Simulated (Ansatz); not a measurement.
What biaxial strain −3.00 %, plane normal [110], relaxed out of plane does to C

Consider C in the diamond structure (space group Fd-3m, No. 227; a = 3.560 Å). Axes: x, y, z lie along the cube axes.

Modification: compressive biaxial strain of 3.00 % in the plane normal to [110], as in epitaxy on a mismatched substrate; the out-of-plane cell vector and the atoms relax.

The values are results of r2SCAN in Ansatz (plane waves to 500 eV, PAW, no spin-orbit coupling), earlier PAW set, not measurements. Γ-centred 16×16×16 mesh, Fermi–Dirac width 0.05 eV.

```tsv
quantity	base	changed	shift
volume per atom	5.64 Å³	5.33 Å³	-0.31 Å³
shortest interatomic distance	1.542 Å	1.498 Å	-0.044 Å
energy relative to the base (free energy F)	0 meV/atom	+43 meV/atom	+43 meV/atom
pressure (mean of the normal stresses, compression positive)	0.00 GPa	28.58 GPa	+28.58 GPa
band gap	4.36 eV	3.88 eV	-0.485 eV
gap character	–	indirect, Γ → Γ–X (75 % along)	–
smallest direct gap	5.89 eV	5.47 eV	-0.42 eV
valence-band top at Γ (three highest levels, from the VBM)	0.00, 0.00, 0.00 eV	0.00, -0.18, -0.32 eV	–
valley order (the lowest conduction-band minima on the path, energy above the VBM, named in the base's zone)	a point along ⟨100⟩, about 1.3 Å⁻¹ from Γ 4.36 eV	a point along [001], about 1.3 Å⁻¹ from Γ 3.88 eV; a point along [100], about 1.3 Å⁻¹ from Γ 4.50 eV	–
out-of-plane strain	–	+0.46 %	–
ratio −ε⊥/ε∥	–	0.15	–
```

Final structure (turned so that z lies along the plane normal):

```
C
1.0
    2.44197     0.00000     0.00000
    0.00000     3.45347     0.00000
    1.22098     1.72673     1.26448
C
2
Direct
  0.00000   0.50065   0.00000
  0.50000   0.24935   0.00000
```

No phonon test of stability was made. Labels are those of the standard path for the cell's own space group.

Ansatz is an electronic-structure program.
